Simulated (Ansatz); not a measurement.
## WSi2 under a change: Si → Pb

Start from WSi₂ (space group P6_222, No. 180; a = 4.5758 Å, c = 6.6034 Å; a cell from a computed database, its experimental status unchecked).

It is then changed as follows: every Si is replaced by Pb; the structure is relaxed again.

Level of theory: Kohn–Sham DFT with the PBEsol functional, run in Ansatz (a program for electronic structure) with PAW and 420 eV plane waves, no spin-orbit coupling. k-mesh 10×10×6 (Γ-centred); smearing 0.05 eV (Fermi–Dirac), for the changed cell.

| quantity | base | changed | shift |
|---|---|---|---|
| volume per atom | 13.30 Å³ | 21.65 Å³ | +8.35 Å³ |
| density | 9.99 g/cm³ | 15.29 g/cm³ | +5.308 g/cm³ |
| c/a ratio | 1.443 | 1.386 | -0.0575 |
| space group | P6_222 (No. 180) | P6_222 (No. 180) | – |
| shortest interatomic distance | 2.555 Å | 2.960 Å | +0.4042 Å |
| band gap | zero | zero | – |

Final structure:

```
CELL_PARAMETERS angstrom
      5.45581     0.00000     0.00000
     -2.72790     4.72487     0.00000
      0.00000     0.00000     7.55953
ATOMIC_POSITIONS crystal
  Pb 0.82847 0.65694 0.50000
  Pb 0.17153 0.82847 0.83333
  Pb 0.34306 0.17153 0.16667
  Pb 0.17153 0.34306 0.50000
  Pb 0.82847 0.17153 0.83333
  Pb 0.65694 0.82847 0.16667
  W  0.00000 0.50000 0.16667
  W  0.50000 0.00000 0.50000
  W  0.50000 0.50000 0.83333
```

Cost of the whole job for the changed cell (relaxation, final SCF and bands): around 7 core-minutes (rough).

Spin-orbit coupling, missing from the scalar runs, can matter with Pb and W. Whether these cells are dynamically stable was not tested. As relaxed here, Pb2W is a hypothetical phase, not in the database extracts checked. The final runs are not spin-polarised. Pb2W has a high density of states at the Fermi level and may be magnetic at this level. A zero or small gap of WSi2 can be the functional's error rather than a property of the material.
